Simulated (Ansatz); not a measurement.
Defect: interstitial O in rock-salt SrO, charge state -2. The step: several atoms move together, O the farthest; the atom moves 2.59 Å along (0.00, -0.50, 0.00) of the unit cell; the moving atom starts with neighbours 4 O at 2.74; 4 Sr at 2.24 Å and ends with 4 O at 2.74; 4 Sr at 2.24 Å. DFT values are from Ansatz (plane-wave PAW, 420 eV unless said) in a cell of 64 host sites, spin-restricted, static, with no finite-size correction. The charge state is imposed; whether it is stable for some Fermi level was not computed. Sites that were not tried may lie lower. For the PBE band: the saddle point's order was not checked, and it lies on a symmetry element of the cell, where a band can be held.

```tsv
Level	Forward barrier (eV)	Cost of the band or of the saddle's single point
CHGNet universal potential (has no charge state), its own band	0.56	-
PBE, the Γ point alone, band relaxed	1.02	very roughly 17 core-minutes
PBE, a 2×2×2 k-point mesh shifted by half a step, same geometries	1.13	roughly 4 core-minutes
r2SCAN at 500 eV, the Γ point alone, same geometries	___	roughly 80 core-seconds
```

Question: Some entries are withheld; supply them.

Answer: 
- r2SCAN at 500 eV, the Γ point alone, same geometries, Forward barrier (eV): 1.06

Ansatz is a first-principles code.
